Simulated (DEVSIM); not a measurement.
Structure: abrupt In0.53Ga0.47As n-p junction, at 300 K.

Layer 1 from the left is In0.53Ga0.47As, thickness (μm) 6.10, Nd (cm⁻³) 1.2e16, τn (s) 1.3e-8, τp (s) 1.3e-8. Layer 2 from the left is In0.53Ga0.47As, thickness (μm) 0.350, Na (cm⁻³) 6.7e16, τn (s) 1.3e-8, τp (s) 1.3e-8.

Left contact: ohmic. Right contact: ohmic. Voltage is applied to the left contact. Recombination: SRH at mid-gap, radiative, Auger. Mobility is μmin + (μ − μmin)/(1 + (N/Nref)^α).

The device is made up for the run: typed textbook-type constants, with dimensions and the other settings drawn at random. Values at 300 K.

In0.53Ga0.47As: gap (eV) 0.74, affinity (eV) 4.51, permittivity 13.9, Nc (cm⁻³) 2.1e17, Nv (cm⁻³) 7.7e18, μn (cm²/Vs) 12000, μp (cm²/Vs) 300, μn,min 300, μp,min 10, Nref,n 1.3e17, Nref,p 4.9e17, αn 0.48, αp 0.4, B (cm³/s) 9.6e-11, Cn (cm⁶/s) 5e-29, Cp (cm⁶/s) 5e-29.

### Question
Estimate by hand the built-in potential, the peak field at zero bias, the capacitance at 1.5 V, and compare with a numerical solution.

### Answer

- Built-in potential: ni = √(Nc Nv) exp(−Eg/2kT) = 7.74e11 cm⁻³ with Eg = 0.740 eV; Vbi = kT/q ln(Na Nd/ni²) = 0.543 V; numerical 0.543 V.
- Peak field at zero bias: depletion approximation: W = √(2εVbi/(qN)) = 0.286 μm with N = 1.02e16 cm⁻³; field = 2Vbi/W = 37900 V/cm; numerical 36200 V/cm (estimate above by 4.7 %).
- Capacitance at 1.5 V: C = √(qεN / 2(Vbi + |V|)) = 22.2 nF/cm²; numerical 22.4 nF/cm² (estimate below by 1.3 %).

DEVSIM, 1D drift-diffusion, Boltzmann statistics, complete ionisation; no tunnelling, impact ionisation, image-force lowering or self-heating.
